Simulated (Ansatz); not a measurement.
The starting structures come from a database of crystals and need not be the phases stable at ambient conditions.

 Where the default PAW files enter, the runs use the earlier of Ansatz's two default sets.

Crystal: RuS$_{2}$ (Pa-3, not sure to be the ambient phase, 12 atoms a cell, 14.9 Å³ an atom); both levels run on this one cell.

Complex bands along the normal of (001) by Ansatz (plane waves, PAW, no spin-orbit coupling). r2SCAN gives a gap of 0.94 eV and a slowest mid-gap decay of 0.197 1/Å.

Problem. What does PBE give on the same cell, and what does that do to the current through 2 nm?

Solution. Gap 0.75 eV, κ = 0.179 1/Å. The mid-gap transmission through 2 nm changes by exp(2 × 20 × (0.197 − 0.179)) = a factor of 2.1 against r2SCAN.

Ansatz is a quantum-chemistry and plane-wave program.
